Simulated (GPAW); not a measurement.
Band structure of BaMg2Sb2 (P-3m1, 5 atoms in the cell).

```
Ba(MgSb)2
1.0
    4.79854     0.00000     0.00000
   -2.39927     4.15566     0.00000
    0.00000     0.00000     8.20590
Ba Mg Sb
1 2 2
Direct
  0.00000   0.00000   0.00000
  0.66667   0.33333   0.37666
  0.33333   0.66667   0.62334
  0.66667   0.33333   0.73051
  0.33333   0.66667   0.26949
```

Computed with LDA (Perdew-Wang 92), GPAW PAW datasets LDA (gpaw-data 1.0.1) (plane waves; GPAW).

Settings: mode = pw; ecut = 850 eV; xc = LDA; kpts = 6 6 3; mesh shift (steps) = 0 0 0; occupations.name = fermi-dirac; occupations.width = 0 eV; nbands = -6; convergence.forces = 0.001 eV/Å; convergence.bands = -4; symmetry.symmorphic = false; symmetry.tolerance = 0.0005; maxiter = 120; bandpath_npoints = 40.

The starting cell comes from a database of computed structures (which also holds hypothetical and non-ambient phases and stackings), without a prior relaxation at this level. Spin-orbit coupling is off.

### Question
Predict the gap along the standard path and the places of the band edges.

### Answer
The gap along the path is 0.80 eV, from Γ to M; the smallest direct gap on it is 1.31 eV.

Levels in eV from the top of the valence band on the SCF mesh, bands 27 to 34:
```tsv
point	27	28	29	30	31	32	33	34
Γ	-0.95	-0.08	0.00	0.00	1.31	1.43	2.04	2.63
M	-1.55	-1.52	-1.30	-1.01	0.80	2.60	2.94	3.68
K	-2.71	-1.30	-1.30	-1.26	2.62	2.93	2.93	3.18
A	-0.61	-0.61	-0.52	-0.52	1.31	2.24	2.44	2.44
L	-1.78	-1.60	-0.61	-0.55	1.02	1.71	2.40	2.86
H	-2.28	-1.94	-1.28	-1.28	2.00	2.00	3.57	3.63
```
